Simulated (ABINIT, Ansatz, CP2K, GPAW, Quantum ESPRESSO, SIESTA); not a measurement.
## One structure in several programs: Na3Cd (Fm-3m, 4 atoms in the cell)

Self-consistent single point.

```yaml
crystal:
  lattice:
    - [0.00000, 3.87624, 3.87624]
    - [3.87624, 0.00000, 3.87624]
    - [3.87624, 3.87624, 0.00000]
  atoms:
    - { symbol: Na, position: [0.25000, 0.25000, 0.25000] }
    - { symbol: Na, position: [0.75000, 0.75000, 0.75000] }
    - { symbol: Na, position: [0.50000, 0.50000, 0.50000] }
    - { symbol: Cd, position: [0.00000, 0.00000, 0.00000] }
```

All programs got the same cell, k-point mesh and kind of occupations (in Ansatz's words: kpoints.mp_grid.grid = 10 10 10; scf.occupations.method = fermi_dirac; scf.occupations.width = 0.1 eV); potentials, basis and cutoffs are each program's usual ones.

```json
[
 {"code": "SIESTA", "model": "LDA PW92, numerical atomic orbitals DZP, PseudoDojo LDA standard norm-conserving potentials (rewritten from UPF to PSML)", "pressure (GPa)": "-1.23", "k-points": "560", "cutoff": "grid 400 Ry"},
 {"code": "GPAW", "model": "LDA (Perdew-Wang 92), GPAW PAW datasets LDA (gpaw-data 1.0.1)", "pressure (GPa)": "-1.30", "k-points": "47", "cutoff": "800 eV"},
 {"code": "Ansatz", "model": "LDA (PW92), PAW files made with PBE", "pressure (GPa)": "-1.28", "k-points": "47", "cutoff": "420 eV"},
 {"code": "Quantum ESPRESSO", "model": "LDA (PZ), GBRV 1.5 ultrasoft (LDA) pseudopotentials", "pressure (GPa)": "-1.39", "k-points": "47", "cutoff": "40 Ry"},
 {"code": "CP2K", "model": "LDA (Pade form), GPW, DZVP-MOLOPT-SR-GTH basis, GTH-PADE potentials (GTH_POTENTIALS)", "pressure (GPa)": "-1.75", "k-points": "504", "cutoff": "grid 950 Ry"},
 {"code": "ABINIT", "model": "LDA (PW92), PAW (JTH v2.0 LDA PAW)", "pressure (GPa)": "-1.64", "k-points": "47", "cutoff": "60 Ry"}
]
```

The spread over the programs that give each value: pressure within 0.52 GPa.

The starting cell comes from a database of computed structures (which also holds hypothetical and non-ambient phases and stackings), without a prior relaxation at this level.

Task: Why do the programs differ, and what cannot be compared?

Result: Differences of this kind can come from the potentials, where these differ, and from what each basis and cutoff leave unconverged. The valence holds different numbers of electrons (SIESTA 47, GPAW 33, Ansatz (a program for electronic structure) 47, Quantum ESPRESSO 39, CP2K 39, ABINIT 39). The zero of total energies and Fermi levels follows the potentials and each program's conventions, so they are not compared here. SIESTA and CP2K use small atom-centred bases, whose incompleteness enters pressures, forces and empty levels differently from a plane-wave cutoff. Ansatz's pressure is given at a fixed set of plane waves, as the other plane-wave codes print theirs. The same LDA comes in different parametrisations, which differ slightly. The programs reduce the same mesh by symmetry to different extents, which changes the work and not the result.

Left out of this page: FLEUR (with a known weakness of the program).

Keys are those of Ansatz 0.2.
